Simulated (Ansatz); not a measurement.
Start from MoS$_{2}$ (space group P6_3/mmc, No. 194; layered, stacked along the Cartesian z axis).

```yaml
crystal:
  lattice:
    - [3.10900, 0.00000, 0.00000]
    - [-1.55450, 2.69247, 0.00000]
    - [0.00000, 0.00000, 11.70898]
  atoms:
    - { symbol: Mo, position: [0.66667, 0.33333, 0.25000] }
    - { symbol: Mo, position: [0.33333, 0.66667, 0.75000] }
    - { symbol: S, position: [0.66667, 0.33333, 0.88351] }
    - { symbol: S, position: [0.33333, 0.66667, 0.38351] }
    - { symbol: S, position: [0.33333, 0.66667, 0.11649] }
    - { symbol: S, position: [0.66667, 0.33333, 0.61649] }
```

Cartesian axes are those of the cell as printed.

Calculations: PBEsol-D3(BJ) (Ansatz, an electronic-structure program, PAW, no SOC).

Base values:

| Quantity | Result |
|---|---|
| Smallest direct gap | 1.79 eV |
| Pressure | 0.00 GPa |

It is then changed as follows: uniaxial strain ε_xx = +1.20 %, all other strain components held at zero, atoms relaxed at fixed cell.

### Question
How does this affect the smallest direct gap and pressure?

### Answer
The smallest direct gap drops by 0.07 eV to 1.72 eV; the pressure (mean of the normal stresses, compression positive) goes from zero to -1.30 GPa.

Stability against distortions was not tested.
